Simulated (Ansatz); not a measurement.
# Hypothetical Fm-3m WSe2: pressure series

Start from WSe₂ (space group Fm-3m, No. 225; a = 6.266 Å; ferromagnetic; a hypothetical phase, not in the database extracts checked).

Cell and atoms are relaxed at each pressure.

Computed with PBE (Ansatz, a quantum-chemistry and plane-wave program; PAW; 420 eV plane waves; without spin-orbit coupling).

Notes on the quantities. enthalpy: H = E + PV relative to the base's energy.

```
change            shortest interatomic distance       enthalpy      density
----------------  -----------------------------  -------------  -----------
base                                    2.713 Å              –   9.23 g/cm³
pressure −2 GPa                         2.730 Å  -0.26 eV/atom   9.06 g/cm³
pressure −1 GPa                         2.722 Å  -0.13 eV/atom   9.14 g/cm³
pressure 1.8 GPa                        2.699 Å  +0.23 eV/atom   9.37 g/cm³
pressure 4.2 GPa                        2.682 Å  +0.53 eV/atom   9.55 g/cm³
pressure 9 GPa                          2.650 Å  +1.11 eV/atom   9.91 g/cm³
pressure 18 GPa                         2.596 Å  +2.15 eV/atom  10.53 g/cm³
pressure 30 GPa                         2.540 Å  +3.45 eV/atom  11.25 g/cm³
pressure 45 GPa                         2.494 Å  +4.98 eV/atom  11.88 g/cm³
pressure 60 GPa                         2.457 Å  +6.44 eV/atom  12.43 g/cm³
```

The magnetic state is the one reached from the starting moments; the real material's order can differ, and small cells can't hold many antiferromagnetic ones. Load acts through the strain it causes; cell and atoms are relaxed under it. No phonon test of stability was made. No other phases were tried under pressure. Starting moments died away, wholly or in part, for pressure 18 GPa, pressure 30 GPa, pressure 45 GPa and pressure 60 GPa; another magnetic solution may exist.
